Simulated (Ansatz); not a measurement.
An Ansatz (a program for electronic structure) run: SiO2 with a change (pressure 15 GPa); PBEsol (Ansatz), without spin-orbit coupling.

Input:

Ansatz 0.2 input:
```yaml
crystal:
  lattice:
    - [4.6789472726, 0, 0]
    - [-2.3394736363, 4.052087201, 0]
    - [0, 0, 5.2585246249]
  atoms:
    - { symbol: Si, position: [0.4496413895, 0, 0.8333333333] }
    - { symbol: Si, position: [0, 0.4496413895, 0.1666666667] }
    - { symbol: Si, position: [0.5503586105, 0.5503586105, 0.5] }
    - { symbol: O, position: [0.3987812876, 0.2992875412, 0.7386822859] }
    - { symbol: O, position: [0.7007124588, 0.0994937464, 0.0720156192] }
    - { symbol: O, position: [0.9005062536, 0.6012187124, 0.4053489526] }
    - { symbol: O, position: [0.0994937464, 0.7007124588, 0.9279843808] }
    - { symbol: O, position: [0.2992875412, 0.3987812876, 0.2613177141] }
    - { symbol: O, position: [0.6012187124, 0.9005062536, 0.5946510474] }
basis: { ecutwfc: 420, ecutrho_ratio: 4, xc_grid: 2, fft_grid_basis: typed }
kpoints: { mp_grid: { grid: [8, 8, 6] } }
hamiltonian:
  xc: pbesol
  dispersion: none
  pseudopotentials: { kind: paw }
scf: { occupations: { method: fermi_dirac, width: 0.05 } }
relax: { f_tol: 0.01, max_steps: 60, cell: { stress_tol: 0.02, p_target: 15.0 } }
output: { forces: true, stress: true }
checkpoint: { write: state.ck, write_every: 1000 }
```

Output (explanatory and most iteration lines left out):

```
Relaxation: its limit of steps is 60 (relax.max_steps)
Pseudopotential: Si, paw, valence charge 4
Pseudopotential: O, paw, valence charge 6
Crystal: 9 atoms, lattice volume = 99.699 Å³
Basis set: ecut = 420 eV, 1967 PW (Γ), exchange–correlation on 64×64×72 points (8 copies of the dense FFT grid, shifted against one another)
Bands: 33, of which v1, the nominal top of the filled ones, is band 24 counted from 1 (23 counted from 0)
Symmetry: 6 space group operations
Space group: P3121 (ITA 152), of the structure as read, at distance tolerance 4.6e-5 Å
k-points: 50 of 384 (time reversal used)
Functional: x = pbesol(κ = 0.804, μ = 0.12345679012345678), c = pbesol(β = 0.046)
SCF iter   1: F=—  HF=-5239.580725 eV  |F-HF|=—  |Δ(HF+E_count)|=         —  Δρ=1.25e-2  dr2=1.17e-1  ethr=1.77e-3  ⟨swp⟩=6.5  Hψ=8605  notcnv=0  defer=29
SCF iter   2: F=—  HF=-5239.546965 eV  |F-HF|=—  |Δ(HF+E_count)|=   3.38e-2  Δρ=1.61e-3  dr2=1.19e-3  ethr=2.44e-4  ⟨swp⟩=2.4  Hψ=3228  notcnv=0  defer=157
SCF 1 converged in 6 iterations: F = -5239.547777 eV  dr2 = 1.65e-8
relax step   1: F+E_penalty+E_count = -5239.54777746 eV  Δ(F+E_penalty+E_count) = +0.000e0 eV  max|allowed force component| = 2.131e-4 eV/Å  Δτ_max = 0.0000 Å  P = +6.996 GPa  Ω = 99.699 Å³  (6 SCF iters, dr2 threshold 1.00e-7 eV, accepted)
[... steps on the carried basis left out ...]
relax step  11: F+E_penalty+E_count = -5238.91946105 eV  Δ(F+E_penalty+E_count) = +1.180e-4 eV  max|allowed force component| = 2.455e-4 eV/Å  Δτ_max = 0.0000 Å  P = +14.994 GPa  Ω = 90.281 Å³  stress off target by 7.83e-3 GPa  SCF on the basis re-selected at this cell (its energy is not comparable with the rows above)  (4 SCF iters)
SCF converged after 4 iterations
Free energy (F): -5238.919461 eV
Internal energy: -5238.919461 eV  (E = F + TS)
E sigma→0 (E₀):  -5238.919461 eV
Fermi energy:    8.312419 eV
--- Forces (eV/Å), atoms counted from 1 ---
  atom   1  Si     0.00024549     0.00000000    -0.00000000
  atom   2  Si    -0.00012275     0.00021260     0.00000000
  atom   3  Si    -0.00012275    -0.00021260     0.00000000
  atom   4  O      0.00003297    -0.00023270    -0.00020559
  atom   5  O      0.00018504     0.00014490    -0.00020559
  atom   6  O     -0.00021801     0.00008780    -0.00020559
  atom   7  O      0.00003297     0.00023270     0.00020559
  atom   8  O     -0.00021801    -0.00008780     0.00020559
  atom   9  O      0.00018504    -0.00014490     0.00020559
--- Stress (GPa, compression-positive) ---
       14.992172       0.000000       0.000000
       -0.000000      14.992172      -0.000000
        0.000000      -0.000000      14.998779
  P = ⅓ Tr σ = 14.9944 GPa (149.944 kbar)
--- Relaxed structure (8 steps of the walk, 7 accepted, 3 SCFs on fresh bases) ---
  cell:  # Å, volume = 90.2814 Å³
    - [4.48776097021792, 0.0, 0.0]
    - [-2.24388048510896, 3.886515006321018, 4.128361273856409e-32]
    - [4.6594304649127936e-33, 5.473961910884395e-32, 5.176168850579631]
  atoms:
    - { symbol: Si, position: [0.4380531107871038, 2.794581852587236e-19, 0.8333333333333331] }
    - { symbol: Si, position: [-8.326672684688674e-17, 0.43805311078710363, 0.16666666666666666] }
    - { symbol: Si, position: [0.561946889212896, 0.561946889212896, 0.49999999999999994] }
    - { symbol: O, position: [0.385282390024676, 0.31395109753094635, 0.7466555958955906] }
    - { symbol: O, position: [0.6860489024690535, 0.0713312924937296, 0.0799889292289241] }
    - { symbol: O, position: [0.9286687075062702, 0.6147176099753238, 0.41332226256225724] }
    - { symbol: O, position: [0.07133129249372955, 0.6860489024690534, 0.9200110707710758] }
    - { symbol: O, position: [0.3139510975309464, 0.38528239002467596, 0.2533444041044093] }
    - { symbol: O, position: [0.6147176099753239, 0.9286687075062704, 0.5866777374377425] }
```

Load acts through the strain it causes; cell and atoms are relaxed under it. Stability against distortions was not tested. Competing high-pressure phases were not computed. The cell was made from SiO$_{2}$ (space group P3_121, No. 152) by this change: pressure 15 GPa.
